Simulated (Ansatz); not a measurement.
Worked example: self-consistent single point of LuP (I4mm, 2 atoms in the cell) in Ansatz (a first-principles code).

Method: LDA (PW92), default PAW files made with PBE (plane waves; Ansatz).

```
LuP
1.0
    0.00000     2.74805     2.74805
    2.74805     0.00000     2.74805
    2.74805     2.74805     0.00000
Lu P
1 1
Cartesian
  0.00000   0.00000   0.05000
  2.74805   2.74805   2.74805
```

Reference input (self-consistent single point, DFT, LDA (PW92), plane waves, default PAW files made with PBE): basis.ecutwfc = 30.9 Ry; kpoints.mp_grid.grid = 10 10 10; hamiltonian.xc = lda; hamiltonian.pseudopotentials = {kind: paw} (the program's default PAW files); scf.occupations.method = fermi_dirac; scf.occupations.width = 0.0073 Ry. This run's input differs from it in these lines:

Ansatz 0.2 input:
```diff
@@ -12,3 +12,3 @@
 kpoints:
-  mp_grid: { grid: [10, 10, 10] }
+  mp_grid: { grid: [16, 16, 16] }
 hamiltonian:
@@ -17,3 +17,3 @@
 scf:
-  occupations: { method: fermi_dirac, width: 0.0073 Ry }
+  occupations: { method: methfessel_paxton, width: 0.022 Ry }
 output:
```

Output (repeated stretches shortened):

```
SCF iter   1: F=—  HF=-15222.184271 eV  |F-HF|=—  |Δ(HF+E_count)|=         —  Δρ=4.69e-3  dr2=9.31e-3  ethr=1.77e-3  ⟨swp⟩=5.1  Hψ=37336  notcnv=0
all-band conjugate gradients solve this SCF's bands
preconditioner: auto → Kerker (q_TF=auto, 2.585 Å⁻¹)
SCF iter   2: F=—  HF=-15222.181201 eV  |F-HF|=—  |Δ(HF+E_count)|=   3.07e-3  S|Δr|=    0.00e0  Δρ=2.90e-3  dr2=3.12e-3  ethr=3.10e-5  ⟨swp⟩=2.2  Hψ=15067  notcnv=0
   [... lines left out ...]
SCF iter   5: F=—  HF=-15222.180205 eV  |F-HF|=—  |Δ(HF+E_count)|=   9.97e-6  S|Δr|=    0.00e0  Δρ=8.45e-5  dr2=2.22e-6  ethr=1.27e-7  ⟨swp⟩=2.1  Hψ=11614  notcnv=0
SCF iter   6: F=—  HF=-15222.180201 eV  |F-HF|=—  |Δ(HF+E_count)|=   4.26e-6  S|Δr|=    0.00e0  Δρ=2.47e-5  dr2=1.99e-7  ethr=7.39e-9  ⟨swp⟩=3.1  Hψ=14722  notcnv=0
SCF iter   7: F=-15222.180201 eV  HF=-15222.180201 eV  |F-HF|=3.38e-8  |Δ(HF+E_count)|=   7.08e-8  S|Δr|=    0.00e0  Δρ=1.36e-5  dr2=6.01e-8  ethr=3.33e-10  ⟨swp⟩=9.4  Hψ=44943  notcnv=0
SCF 1 converged in 7 iterations: F = -15222.180201 eV  dr2 = 6.01e-8
Stability not checked (fill_not_monotonic)
Free energy (F): -15222.180201 eV
Internal energy: -15222.180675 eV  (E = F + TS)
E sigma→0 (E₀):  -15222.180319 eV
Entropy (-TS):   0.000474 eV (0.237 meV/atom)
Fermi energy:    12.465922 eV
--- Forces (eV/Å), atoms counted from 1 ---
  atom   1  Lu     0.00000000     0.00000000    -0.27518354
  atom   2  P      0.00000000     0.00000000     0.27520473
--- Stress (GPa, compression-positive) ---
       -5.256284       0.000000       0.000000
        0.000000      -5.256284       0.000000
        0.000000       0.000000      -4.934212
  P = ⅓ Tr σ = -5.1489 GPa (-51.489 kbar)
  The stress holds the Pulay correction. Without it, at fixed plane waves, as pw.x and ABINIT print it: P = -5.1960 GPa
```

The run converged in 7 iterations. Against the reference run the free energy rises by 2.0 meV/atom, the pressure hardly changes (-5.16 to -5.15 GPa) and the largest force hardly changes (0.277 to 0.275 eV/Å).

The starting cell comes from a database of computed structures (which also holds hypothetical and non-ambient phases and stackings), without a prior relaxation at this level. Its lattice was rescaled by up to half a per cent. One atom was moved a little off its site on purpose. With a pressure of about -5 GPa the cell is away from its equilibrium volume at this level. Ansatz's pressure includes its estimate of the finite-basis (Pulay) stress. The run gives no clean gap (levels at the Fermi energy touch, overlap or are partly filled at this smearing), which alone does not show that the compound is a metal.
